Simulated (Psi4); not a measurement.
Psi4 1.11, HF/def2-tzvp: Hf(F)2(NH2)2 ([NH2][Hf]([NH2])([F])[F]), 9 atoms. The geometry is a generated start, not checked to be a minimum at this level.

```json
{
 "task": "energy",
 "method": "scf",
 "basis": "def2-tzvp",
 "memory": "3 GB",
 "maxiter": "100",
 "keys_of_the_molecule_block": "symmetry c1",
 "scf_type": "df (default)",
 "e_convergence": "1e-06 (default)",
 "d_convergence": "1e-06 (default)",
 "effective_core_potentials": "those of the basis set, past Kr",
 "basis_functions": "188"
}
```

```xyz
9

Hf     0.3761     0.1666     0.3317
F      2.2392    -0.0882     0.2415
F      0.1582     1.1105     1.9439
N     -0.3493     1.4571    -1.0211
H     -0.7498     2.3376    -0.6928
H     -0.6012     1.3648    -2.0031
N     -0.2885    -1.7210     0.3707
H      0.3962    -2.4680     0.2461
H     -1.1808    -2.1595     0.5832
```

Charge 0 and multiplicity 1 are set for this test and not shown to be the ground state.

With the defaults (damping_percentage = 0, guess = auto, which took SAD, scf_initial_accelerator = adiis, diis_max_vecs = 10, soscf = false, soscf_start_convergence = 0.01, diis_start = 1, level_shift = 0, level_shift_cutoff = 0.01) it converges in 8 SCF iterations. One run each on 2 threads, with these changes:
- guess = gwh
- damping_percentage = 60
- soscf = true, soscf_start_convergence = 0.1
- level_shift = 0.5, level_shift_cutoff = 0.001
- diis_max_vecs = 6
- diis_start = 4
- damping_percentage = 20
- scf_initial_accelerator = none
- guess = huckel

Name the settings that don't reach the solution of the defaults.

No convergence: damping_percentage = 60 (the run ends without SCF convergence in 100 iterations). The rest reach the solution of the defaults.

```json
[
 {"setting": "soscf = true, soscf_start_convergence = 0.1", "SCF iterations": "5", "JK calls": "16", "end": "same solution"},
 {"setting": "the defaults", "SCF iterations": "8", "JK calls": "9", "end": "same solution"},
 {"setting": "scf_initial_accelerator = none", "SCF iterations": "8", "JK calls": "9", "end": "same solution"},
 {"setting": "diis_max_vecs = 6", "SCF iterations": "8", "JK calls": "9", "end": "same solution"},
 {"setting": "level_shift = 0.5, level_shift_cutoff = 0.001", "SCF iterations": "8", "JK calls": "9", "end": "same solution"},
 {"setting": "diis_start = 4", "SCF iterations": "9", "JK calls": "10", "end": "same solution"},
 {"setting": "guess = huckel", "SCF iterations": "9", "JK calls": "35", "end": "same solution"},
 {"setting": "guess = gwh", "SCF iterations": "14", "JK calls": "14", "end": "same solution"},
 {"setting": "damping_percentage = 20", "SCF iterations": "15", "JK calls": "16", "end": "same solution"},
 {"setting": "damping_percentage = 60", "SCF iterations": "100", "JK calls": "101", "end": "no convergence"}
]
```

An SOSCF iteration holds several JK calls; a Hückel guess adds calls on atoms.
